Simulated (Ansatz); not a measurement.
The parent structure is Ru in the hcp (Mg type) structure (space group P6_3/mmc, No. 194; a = 2.6919 Å, c = 4.2456 Å).

Computed with PBEsol, PAW, 420 eV (Ansatz, a quantum-chemistry and plane-wave program; no spin-orbit coupling).

One change was made to it. Results:

```csv
quantity,base,after
c/a ratio,1.577,1.587
shortest interatomic distance,4.972 bohr,4.737 bohr
```

Question: What was done to the base?
(A) pressure 30 GPa
(B) pressure 7 GPa
(C) pressure −2 GPa
(D) pressure 75 GPa

Answer: D, pressure 75 GPa. For comparison, the shortest interatomic distance in the other runs: pressure 7 GPa gives 4.941 bohr; pressure 30 GPa gives 4.858 bohr; pressure −2 GPa gives 4.981 bohr.

Load acts through the strain it causes; cell and atoms are relaxed under it. No phonon test of stability was made. Competing high-pressure phases were not computed. The final runs are not spin-polarised.
